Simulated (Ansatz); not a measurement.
Mn on the B site in zinc-blende BP: one set of geometries, relaxed with PBE, evaluated in Ansatz (PAW, plane waves to 420 eV, 500 eV under r2SCAN) with PBE, r2SCAN.

Cell and caveats: 64-site cell; 2×2×2 shifted k-points; start: the B site; no Hubbard U; not converged in cell size; flagged in the runs: a doubtful potential alignment.

```json
[
 {"quantity": "host gap (eV)", "PBE": "1.25", "r2SCAN": "1.42"},
 {"quantity": "neutral formation energy against alpha boron, fcc-type Mn, layered antiferromagnet (eV)", "PBE": "2.79", "r2SCAN": "3.10"},
 {"quantity": "largest moment on one atom at charge 0 (μB)", "PBE": "0.00", "r2SCAN": "0.00"}
]
```

PBE narrows the gap by 0.17 eV against r2SCAN, the highest level run.

Ansatz is a quantum-chemistry and plane-wave program.
